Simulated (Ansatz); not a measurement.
A series of runs on La2RuO5 (P1, 32 atoms in the cell)

```yaml
crystal:
  lattice:
    - [5.80750, 0.00000, 0.00000]
    - [0.03056, 7.95834, 0.00000]
    - [0.28137, 1.74701, 8.98888]
  atoms:
    - { symbol: La, position: [0.77118, 0.95905, 0.17042] }
    - { symbol: La, position: [0.24450, 0.05147, 0.82850] }
    - { symbol: La, position: [0.75254, 0.46911, 0.16165] }
    - { symbol: La, position: [0.24644, 0.54506, 0.83161] }
    - { symbol: La, position: [0.28380, 0.38311, 0.43526] }
    - { symbol: La, position: [0.74903, 0.60822, 0.56280] }
    - { symbol: La, position: [0.74364, 0.11799, 0.55607] }
    - { symbol: La, position: [0.24183, 0.87244, 0.47154] }
    - { symbol: Ru, position: [0.25102, 0.22448, 0.14473] }
    - { symbol: Ru, position: [0.74093, 0.78969, 0.85549] }
    - { symbol: Ru, position: [0.24371, 0.70522, 0.16180] }
    - { symbol: Ru, position: [0.73793, 0.30332, 0.85190] }
    - { symbol: O, position: [0.00399, 0.21426, 0.28500] }
    - { symbol: O, position: [0.98851, 0.77541, 0.71889] }
    - { symbol: O, position: [0.51414, 0.72232, 0.28743] }
    - { symbol: O, position: [0.50163, 0.27136, 0.71463] }
    - { symbol: O, position: [0.06133, 0.62536, 0.31023] }
    - { symbol: O, position: [0.94289, 0.35860, 0.68998] }
    - { symbol: O, position: [0.48496, 0.11649, 0.29194] }
    - { symbol: O, position: [0.54659, 0.87123, 0.68197] }
    - { symbol: O, position: [0.02908, 0.30023, 0.99274] }
    - { symbol: O, position: [0.99603, 0.69839, 0.99464] }
    - { symbol: O, position: [0.53269, 0.20517, 0.01479] }
    - { symbol: O, position: [0.47941, 0.79040, 0.98297] }
    - { symbol: O, position: [0.83025, 0.04080, 0.86405] }
    - { symbol: O, position: [0.14820, 0.97675, 0.13178] }
    - { symbol: O, position: [0.31542, 0.46614, 0.16317] }
    - { symbol: O, position: [0.64398, 0.53110, 0.84030] }
    - { symbol: O, position: [0.82844, 0.90502, 0.42711] }
    - { symbol: O, position: [0.14675, 0.11451, 0.57034] }
    - { symbol: O, position: [0.67736, 0.39258, 0.42992] }
    - { symbol: O, position: [0.32179, 0.59471, 0.57634] }
```

Base run A: Ansatz (a first-principles code) with PBEsol, default PAW files made with PBE, self-consistent single point.

Its settings: kpoints.mp_grid.grid = 3 3 2; hamiltonian.xc = pbesol; hamiltonian.pseudopotentials = {kind: paw} (the program's default PAW files); scf.occupations.method = gaussian; scf.occupations.width = 0.2 eV.

The starting cell comes from a database of published, mostly measured structures (it also holds non-ambient and calculated ones), without a prior relaxation at this level. Its atoms were displaced at random from the sites of space group no. 2. Spin polarisation is off. In the base run, forces exceed 1 eV/Å. Ansatz's pressure includes its estimate of the finite-basis (Pulay) stress. Without a gap this mesh is coarse (it stands for a supercell whose shortest vector is 17 Å).

ΔF is the free energy per atom less that of run A. 

```json
[
 {"run": "A", "scf.occupations.width, scf.occupations.method": "0.2 eV, gaussian", "ΔF (meV/atom)": "0.00", "pressure (GPa)": "0.62", "largest force (eV/Å)": "8.182", "TS (meV/atom)": "14.3"},
 {"run": "B", "scf.occupations.width, scf.occupations.method": "0.3 eV, gaussian", "ΔF (meV/atom)": "-8.5", "pressure (GPa)": "0.77", "largest force (eV/Å)": "8.051", "TS (meV/atom)": "29.4"},
 {"run": "C", "scf.occupations.width, scf.occupations.method": "0.2 eV, fermi_dirac", "ΔF (meV/atom)": "-32.4", "pressure (GPa)": "1.04", "largest force (eV/Å)": "7.909", "TS (meV/atom)": "66.4"},
 {"run": "D", "scf.occupations.width, scf.occupations.method": "0.3 eV, fermi_dirac", "ΔF (meV/atom)": "-69.3", "pressure (GPa)": "1.39", "largest force (eV/Å)": "7.780", "TS (meV/atom)": "120.4"},
 {"run": "E", "scf.occupations.width, scf.occupations.method": "0.05 eV, methfessel_paxton", "ΔF (meV/atom)": "7.5", "pressure (GPa)": "0.48", "largest force (eV/Å)": "8.315", "TS (meV/atom)": "0.1"},
 {"run": "F", "scf.occupations.width, scf.occupations.method": "0.2 eV, methfessel_paxton", "ΔF (meV/atom)": "7.3", "pressure (GPa)": "0.49", "largest force (eV/Å)": "8.319", "TS (meV/atom)": "0.9"},
 {"run": "G", "scf.occupations.width, scf.occupations.method": "0.05 eV, cold", "ΔF (meV/atom)": "7.5", "pressure (GPa)": "0.48", "largest force (eV/Å)": "8.309", "TS (meV/atom)": "0.1"},
 {"run": "H", "scf.occupations.width, scf.occupations.method": "0.2 eV, cold", "ΔF (meV/atom)": "6.8", "pressure (GPa)": "0.49", "largest force (eV/Å)": "8.282", "TS (meV/atom)": "1.4"},
 {"run": "I", "scf.occupations.width, scf.occupations.method": "default, tetrahedron", "ΔF (meV/atom)": "7.6", "pressure (GPa)": "0.49", "largest force (eV/Å)": "8.312", "TS (meV/atom)": "0.0"}
]
```

Run E against A: The free energy goes up by 7.5 meV/atom, the pressure goes from 0.62 to 0.48 GPa and the largest force goes from 8.182 to 8.315 eV/Å.

Run B against A: The free energy drops by 8.5 meV/atom, the pressure goes from 0.62 to 0.77 GPa and the largest force goes from 8.182 to 8.051 eV/Å.

Run D against A: The free energy falls by 69.3 meV/atom, the pressure goes from 0.62 to 1.39 GPa and the largest force goes from 8.182 to 7.780 eV/Å.

Keys are those of Ansatz 0.2.
